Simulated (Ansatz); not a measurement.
**What uniaxial strain ε_zz = +3.00 % does to Nb**

The parent structure is Nb in the bcc (W type) structure (space group Im-3m, No. 229; a = 3.304 Å; relaxed with 0.1 eV smearing). Axes: x, y, z lie along the cube axes.

One thing is altered: the cell is stretched by 3.00 % along z with no lateral relaxation, atoms relaxed at fixed cell.

Level of theory: r2SCAN (Ansatz, a first-principles code), no spin-orbit coupling. k-mesh 28×28×28 (Γ-centred); smearing 0.1 eV (Fermi–Dirac).

The volume per atom grows by 0.54 Å³ (18.04 Å³ → 18.58 Å³) and the space group becomes I4/mmm (No. 139) (base: Im-3m (No. 229)). The energy goes up by 12 meV/atom and the band gap remains zero. The stress (xx, yy, zz, yz, xz, xy; compression positive) comes out as (-3.7, -3.7, -7.0, 0.0, 0.0, 0.0) GPa.

No phonon test of stability was made. The final runs are not spin-polarised.
